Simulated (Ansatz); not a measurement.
Base system: Sr in the fcc (Cu type) structure (space group Fm-3m, No. 225; a = 5.923 Å).

The other end (x = 1) is Be in the fcc (Cu type) structure (space group Fm-3m, No. 225; a hypothetical phase, not in the database extracts checked): 7.80 Å³/atom, gap zero; this end may not be an ambient phase.

Level of theory: Ansatz (a program for electronic structure), PBEsol, PAW, cutoff 420 eV, spin-orbit coupling left out.

Be replaces a fraction x of Sr; each row is one arrangement (x, atoms in the cell, starting space group or random), fully relaxed.

One change was made to it. Results:

The mixing energy amounts to +0.51 eV/atom (to 0.01 eV only: unlike meshes or grids) (against an end that may be hypothetical); the band gap stays zero; the deviation of the volume from the linear (Vegard-type) interpolation is -23.3 %.

Task: Which change produced these results?
A. x(Be) = 0.667, 3 atoms, I4/mmm
B. x(Be) = 0.333, 3 atoms, Immm
C. x(Be) = 0.333, 3 atoms, I4/mmm
D. x(Be) = 0.25, 4 atoms, I4/mmm

Result: A, x(Be) = 0.667, 3 atoms, I4/mmm. For comparison, the deviation of the volume from the linear in the other runs: x(Be) = 0.333, 3 atoms, I4/mmm gives -10.5 %; x(Be) = 0.333, 3 atoms, Immm gives -10.5 %; x(Be) = 0.25, 4 atoms, I4/mmm gives -12.6 %.

Each cell is one ordered arrangement of few atoms, which overstates ordering effects compared with a random alloy. Stability against distortions was not tested. Under x(Be) = 0.667, 3 atoms, I4/mmm, x(Be) = 0.333, 3 atoms, Immm and x(Be) = 0.25, 4 atoms, I4/mmm the cell changed shape so far that it is another structure.
